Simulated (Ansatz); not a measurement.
Consider a periodic stack without vacuum, fluorite-type NiSi2 (1 1 1) on hexagonal La2O3 (0 0 1) (film strained to the substrate, started from cuts of the bulks and a machine-learned relaxation; slabs La6O9 and Ni3Si6, which can lie off the formulas): substrate slab La6O9, film Ni3Si6, surface cells [[0, -1], [1, 0]] and [[0, -1], [1, -1]], film strained by +2.3 and +2.3 %, outermost planes O/O and Si/Si as cut, which need not be the usual terminations and can put a slab off its formula. Its start:

```xyz
24
Lattice="3.9407 0.0000 0.0072 1.9703 3.4127 -0.0291 2.1856 1.1540 28.6386" Properties=species:S:1:pos:R:3 pbc="T T T"
La     1.9819     0.9886     4.7286
La     3.9480     2.0637     1.6337
O      5.9166     3.2038     2.9045
O      1.9747     0.8822     0.6988
O      3.9508     2.1286     5.1726
La     1.9768     1.0207    11.0252
La     3.9498     2.1636     7.9314
O      5.9205     3.3354     9.2026
O      1.9809     1.0236     7.0646
O      3.9463     2.1717    11.5100
La     1.9388     1.0580    17.2472
La     3.9371     2.1777    14.2046
O      5.9070     3.3154    15.4976
O      1.9713     1.0321    13.3997
O      3.9131     2.1917    17.5321
Ni     4.1961     1.7610    21.0339
Ni     6.1417     2.9517    23.9597
Ni     4.1558     4.2129    26.9283
Si     4.2016     4.0374    20.5755
Si     6.1578     2.9140    21.6517
Si     4.1776     1.8025    23.3314
Si     4.1632     4.1165    24.6403
Si     6.1268     3.0429    26.2752
Si     4.1548     1.9423    27.5550
```

The start was prepared with a machine-learned potential, and the result is one local minimum, with the in-plane cell held and forces under 0.04 eV/Å; the film can end far from its bulk form.

Level of theory: PBE (plane waves to 420 eV, PAW; Ansatz, a program for electronic structure). Spin–orbit coupling is left out; the runs are not spin-polarised; PBE gaps are too small against experiment. Its k-point mesh 9×9×1, Fermi–Dirac width 0.05 eV.

**Question.** Predict the relaxed interface.

**Answer.** 
```
Quantity                                                                                   Result
--------------------------------------------------------------------------------  ---------------
interface area                                                                            13.4 Å²
period                                                                                    28.55 Å
heights between the nearest atoms of the two slabs at the two interfaces          2.66 and 1.78 Å
La–Si contacts across the interfaces within 1.22 times the sum of covalent radii   6, mean 3.53 Å
La–Ni contacts across the interfaces within 1.22 times the sum of covalent radii   4, mean 3.89 Å
O–Si contacts across the interfaces within 1.22 times the sum of covalent radii    1, mean 1.78 Å
```
